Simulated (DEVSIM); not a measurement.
Structure: Schottky contact on p-type Si, at 300 K.

| layer (left to right) | material | thickness (μm) | Na (cm⁻³) | τn (s) | τp (s) |
|---|---|---|---|---|---|
| 1 | Si | 6.80 | 1.9e16 | 0.00017 | 0.00017 |
| 2 | Si | 6.40 | 1.2e18 | 0.00017 | 0.00017 |

Left contact: Schottky, work function 4.644 eV, emission velocity 7.8e6 cm/s. Right contact: ohmic. Voltage is applied to the left contact. Recombination: SRH at mid-gap, Auger. Mobility is μmin + (μ − μmin)/(1 + (N/Nref)^α).

This is a model device: material constants are rounded textbook-type values typed into the input, and sizes, dopings and lifetimes were drawn at random. Values at 300 K.

| parameter | Si |
|---|---|
| gap (eV) | 1.124 |
| affinity (eV) | 4.05 |
| permittivity | 11.7 |
| Nc (cm⁻³) | 2.86e19 |
| Nv (cm⁻³) | 3.1e19 |
| μn (cm²/Vs) | 1417 |
| μp (cm²/Vs) | 470 |
| μn,min | 52 |
| μp,min | 45 |
| Nref,n | 9.7e16 |
| Nref,p | 2.2e17 |
| αn | 0.68 |
| αp | 0.72 |
| Cn (cm⁶/s) | 2.8e-31 |
| Cp (cm⁶/s) | 9.9e-32 |

Model (solved in DEVSIM): 1D drift-diffusion, Boltzmann statistics, complete ionisation; no tunnelling, impact ionisation, image-force lowering or self-heating. Metal contacts follow the ideal Schottky-Mott rule: no Fermi-level pinning, no interface dipoles.

The metal work function was swept, all else fixed.

```json
[
 {"metal work function (eV)": "4.444", "potential step across the device at zero bias (V)": "0.646", "dark forward voltage at 100 A/cm² (V)": "0.473"},
 {"metal work function (eV)": "4.494", "potential step across the device at zero bias (V)": "0.596", "dark forward voltage at 100 A/cm² (V)": "0.423"},
 {"metal work function (eV)": "4.544", "potential step across the device at zero bias (V)": "0.546", "dark forward voltage at 100 A/cm² (V)": "0.373"},
 {"metal work function (eV)": "4.594", "potential step across the device at zero bias (V)": "0.496", "dark forward voltage at 100 A/cm² (V)": "0.323"},
 {"metal work function (eV)": "4.644", "potential step across the device at zero bias (V)": "0.446", "dark forward voltage at 100 A/cm² (V)": "0.273"},
 {"metal work function (eV)": "4.694", "potential step across the device at zero bias (V)": "0.396", "dark forward voltage at 100 A/cm² (V)": "0.223"},
 {"metal work function (eV)": "4.744", "potential step across the device at zero bias (V)": "0.346", "dark forward voltage at 100 A/cm² (V)": "0.174"},
 {"metal work function (eV)": "4.794", "potential step across the device at zero bias (V)": "0.296", "dark forward voltage at 100 A/cm² (V)": "0.126"}
]
```

From the first row to the last the potential step across the device at zero bias goes from 0.646 to 0.296. From the first row to the last the dark forward voltage at 100 A/cm² goes from 0.473 to 0.126.
